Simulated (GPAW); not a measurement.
A self-consistent single point of LuN (Fm-3m, 2 atoms in the cell) with GPAW.

Method of the run: LDA (Perdew-Wang 92), GPAW PAW datasets LDA (gpaw-data 1.0.1) (plane waves; GPAW 25.7.0).

The change in words: lattice scaled by 0.98. Reference geometry:
```
CELL_PARAMETERS angstrom
      0.00000     2.39079     2.39079
      2.39079     0.00000     2.39079
      2.39079     2.39079     0.00000
ATOMIC_POSITIONS crystal
  Lu 0.00000 0.00000 0.00000
  N  0.50000 0.50000 0.50000
```

Reference input (self-consistent single point, DFT LDA (Perdew-Wang 92), plane waves, GPAW PAW datasets LDA (gpaw-data 1.0.1)): mode = pw; ecut = 950 eV; xc = LDA; kpts = 8 8 8; mesh shift (steps) = 0 0 0; occupations.name = fermi-dirac; occupations.width = 0.05 eV; nbands = -8; convergence.forces = 0.001 eV/Å; convergence.bands = -6; symmetry.symmorphic = false; symmetry.tolerance = 0.0005. This run's input differs from it in these lines:

```diff
@@ -5,5 +5,5 @@
 atoms = Atoms(['Lu', 'N'],
-              cell=[[0.000000, 2.390791, 2.390791],
-                    [2.390791, 0.000000, 2.390791],
-                    [2.390791, 2.390791, 0.000000]],
+              cell=[[0.000000, 2.342975, 2.342975],
+                    [2.342975, 0.000000, 2.342975],
+                    [2.342975, 2.342975, 0.000000]],
               scaled_positions=[[0.000000, 0.000000, 0.000000],
```

Log, with long lists cut:

```
     iter     time        total  log10-change:
                         energy   eigst   dens  force
iter:   1 --:--:--   -20.050026   +0.19
iter:   2 --:--:--   -19.350333   -1.08  -1.15
iter:   3 --:--:--   -17.900080   -1.28  -1.22
iter:   4 --:--:--   -18.030353   -2.48  -1.61
iter:   5 --:--:--   -17.866294   -2.04  -1.57
iter:   6 --:--:--   -17.873444   -3.27  -2.40
iter:   7 --:--:--   -17.865844c  -3.81  -2.16
iter:   8 --:--:--   -17.856023   -3.41  -2.26
iter:   9 --:--:--   -17.856040c  -5.04  -3.11
iter:  10 --:--:--   -17.856183c  -4.54  -3.17
iter:  11 --:--:--   -17.856104c  -5.37  -3.25
iter:  12 --:--:--   -17.856099c  -7.00  -3.81
iter:  13 --:--:--   -17.856073c  -5.83  -3.92
iter:  14 --:--:--   -17.856078c  -5.76  -4.06c
iter:  15 --:--:--   -17.856072c  -6.50  -4.18c
iter:  16 --:--:--   -17.856072c  -7.17  -4.26c
iter:  17 --:--:--   -17.856071c  -7.90c -4.28c
iter:  18 --:--:--   -17.856071c  -8.14c -4.43c -29.37c
Converged after 18 iterations.

Dipole moment: (-0.000000, 0.000000, 0.000000) |e|*Ang

Energy contributions relative to reference atoms: (reference = -397518.033518)

Kinetic:         +5.203370
Potential:       -5.141732
External:        +0.000000
XC:             -17.897906
Entropy (-ST):   -0.000502
Local:           -0.019552
SIC:             +0.000000
--------------------------
Free energy:    -17.856322
Extrapolated:   -17.856071

Showing only first 2 kpts
 Kpt  Band  Eigenvalues  Occupancy
  0    13     10.84722    0.04515
  0    14     10.84723    0.04515
  0    15     13.88663    0.00000
  0    16     13.88663    0.00000

  1    13     10.45817    1.96448
  1    14     10.45818    1.96448
  1    15     13.15232    0.00000
  1    16     15.01300    0.00000

Fermi level: 10.65882

No gap
No difference between direct/indirect transitions
Energy (eV): -17.856071

Forces in eV/Ang:
  0 Lu    0.00000    0.00000    0.00000
  1 N    -0.00000    0.00000    0.00000

Stress tensor:
     0.018940     0.000000     0.000000
     0.000000     0.018940     0.000000
     0.000000     0.000000     0.018940
Stress (GPa, Voigt): [3.0346 3.0346 3.0346 0.     0.     0.    ]
```

The run converged in 18 iterations. GPAW prints stress with tension positive. Against the reference run the free energy falls by 41.1 meV/atom.

At such cutoffs GPAW's stress carries a finite-basis (Pulay) error, which enters relaxed cells too; its log prints stress with tension positive.

The starting cell comes from a database of computed structures (which also holds hypothetical and non-ambient phases and stackings), without a prior relaxation at this level. Its lattice was rescaled by a random factor within 2.5 % of one. For this run, on top of that: lattice scaled by 0.98. The run gives no clean gap (levels at the Fermi energy touch, overlap or are partly filled at this smearing), which alone does not show that the compound is a metal.

Cost on one core of a shared machine: roughly 40 s.
